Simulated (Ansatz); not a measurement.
Base system: SiO2 in the rutile structure (space group P4_2/mnm, No. 136; a = 4.236 Å, c = 2.690 Å).

Calculations: PBE, PAW, 420 eV (Ansatz, an electronic-structure program; no spin-orbit coupling), earlier PAW set.

Its conduction minimum is a single valley at Γ with mass 0.42 mₑ.

Perturbation: 0.241 electrons added to each cell, a density of 5.0×10^21 cm⁻³, with a uniform compensating background at fixed cell and a 300 K Fermi–Dirac width.

Where would a parabolic band put the Fermi level, and where does the calculation put it?

k_F = (3π²n)^(1/3) = 0.529 Å⁻¹, so ħ²k_F²/2m = 2.5 eV above the band edge at zero temperature. The calculation gives 1.60 eV (to 0.05 eV): the band is strongly non-parabolic or higher valleys fill at this density.

Carriers are added with a uniform compensating background; total energy and stress of such cells depend on the potential's zero and are not compared; many-body gap narrowing is missing at this level. The levels and masses belong to the bands next to the band gap. Masses are band curvatures over ±0.01 Å⁻¹ around the edge. Stability against distortions was not tested.
